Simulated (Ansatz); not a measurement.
The parent structure is W in the bcc (W type) structure (space group Im-3m, No. 229; a = 3.154 Å).

Perturbation: every W is replaced by Ta, then cell and atoms are relaxed.

Levels (all Ansatz, a first-principles code, PAW, earlier PAW set): PBEsol (420 eV, no SOC); r2SCAN (500 eV, spin-orbit coupling left out).

The geometry is relaxed with PBEsol.

| Quantity | Result |
|---|---|
| PBEsol pressure | 0.0 GPa |

Task: How does going to r2SCAN change the pressure?

Result: The pressure goes from zero to 4.5 GPa.

Single points use the geometry relaxed with PBEsol. Their cutoffs differ, which shifts pressures a little. Stability against distortions was not tested. All final runs are without spin polarisation.
